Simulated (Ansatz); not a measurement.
# HfRu in the CsCl type structure (space group Pm-3m, No. 221)

```yaml
crystal:
  lattice:
    - [3.20876, 0.00000, 0.00000]
    - [0.00000, 3.20876, 0.00000]
    - [0.00000, 0.00000, 3.20876]
  atoms:
    - { symbol: Hf, position: [0.00000, 0.00000, 0.00000] }
    - { symbol: Ru, position: [0.50000, 0.50000, 0.50000] }
```

Computed with DFT with PBEsol, PAW potentials and a 420 eV plane-wave cutoff in Ansatz (a first-principles code), spin-orbit coupling left out. Γ-centred 14×14×14 mesh, Fermi–Dirac width 0.05 eV.

| Item | Result |
|---|---|
| Volume per atom | 16.52 Å³ |
| Density | 14.05 g/cm³ |
| Band gap | zero |
| Total energy | -10708.024 eV/atom (σ→0; compares only within this code and set-up) |

Stability against distortions was not tested. The final runs are not spin-polarised.
